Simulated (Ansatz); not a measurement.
We consider NaI (Cmmm, No. 65, 4 atoms in the cell; start mp-1246268; a measured phase of this formula has another space group), described by r²SCAN0 in Ansatz (PAW).

Settings: plane-wave cutoff 520 eV, 6×6×4 k mesh (along the axes of the cell as run), Fermi–Dirac smearing 0.01 eV, scalar-relativistic PAW data made under PBE.

Cell (relaxed with PBE-D3(BJ)):

NaI is taken in the orthorhombic space group Cmmm (No. 65), Pearson symbol oS4. Conventional cell: a = 4.779 Å, b = 6.761 Å, c = 4.098 Å, α = β = γ = 90.00°. Na on 2d is coordinated by 4 I at 3.148 Å and 4 I at 3.953 Å. I on 2b is surrounded by 4 Na at 3.148 Å and 4 Na at 3.953 Å. (Neighbours: up to the widest gap in distance over summed covalent radii, below 1.35, at either atom; cation-cation and far metal-metal contacts left out.)

### Question
Predict the band gap and smallest direct gap on the k points sampled.

### Answer

* **band gap**: 4.51 eV (on the SCF k mesh)
* **smallest direct gap on the k points sampled**: 4.82 eV

Note: cell and atoms aren't relaxed at this level (pressure 0.8 GPa).

Spin–orbit coupling is not included; with these elements it can move the gap by several tenths of an eV or more.

A start named mp-… is a Materials Project structure, which need not be a measured phase.

Ansatz is a program for electronic structure.
